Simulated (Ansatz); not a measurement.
Interstitial H in metastable 2H silicon carbide, relaxed from 5 sites or starts (bond centre of Si and C, 1.91 Å; bond centre of Si and C, 1.89 Å; void with 1C3Si nearest; void with 3C3Si nearest; bound to C, open side); at each charge the lowest end counts.

Computed with PBE, PAW (plane waves to 420 eV; Ansatz, a program for electronic structure). Cell and caveats: 96-site cell; 2×2×2 shifted k-points; host gap 2.31 eV; charged states image-corrected; energies good to tenths of an eV; flagged in the runs: for some of the defects a doubtful potential alignment, a host whose relaxation on this sampling wasn't shown to rest.

```csv
charge,neighbours at the lowest end (Å),"corrected energy + q E_VBM, against the first (eV)"
+1,"C 1.09, Si 1.72",0.00
0,"Si 1.92, Si 1.92, Si 1.92, C 2.13, C 2.13, C 2.13",1.64
−1,"Si 1.78, Si 1.78, Si 1.78",2.36
```

Charges from +1 to −1 were run. The lines E(q) + q E_F give the stable charge, which changes above the valence-band maximum at (+1/−1) at 1.18 eV. A charge is skipped: negative-U behaviour.
